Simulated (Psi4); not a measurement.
Psi4 1.11, HF/def2-svp, scf_type pk: [SiH3]O[Si@@H]1C[SiH2]N1, 15 atoms. The geometry is a generated start, not checked to be a minimum at this level.

| Quantity | Value |
|---|---|
| task | energy |
| method | scf |
| basis | def2-svp |
| scf_type | pk |
| guess | auto, which took SAD (default) |
| diis_max_vecs | 10 (default) |
| scf_initial_accelerator | adiis (default) |
| e_convergence | 1e-06 (default) |
| d_convergence | 1e-06 (default) |
| basis functions | 141 |

On 4 threads. Build: conda-forge: OpenMP (LLVM), MKL, Libint2. One run each, on a shared machine, so no times are given.

Values of memory tried: 8 GB, 4 GB, 2 GB, 1 GB, 0.5 GB, 0.3 GB.

Q: What happens as the memory setting falls?

A: It runs down to 0.3 GB, the lowest tried, with the same result. At 8 GB: SCF: PK in core. From 1 GB down: SCF: PK on disk.

```csv
memory,path,peak memory
8 GB,SCF: PK in core,0.95 GiB
4 GB,SCF: PK in core,0.95 GiB
2 GB,SCF: PK in core,0.95 GiB
1 GB,SCF: PK on disk,0.85 GiB
0.5 GB,SCF: PK on disk,0.52 GiB
0.3 GB,SCF: PK on disk,0.44 GiB
```

Peak memory is the kernel's count for the largest process, libraries included and scratch files not. The peak passes the setting at 0.5 GB, 0.3 GB: it is no hard cap.
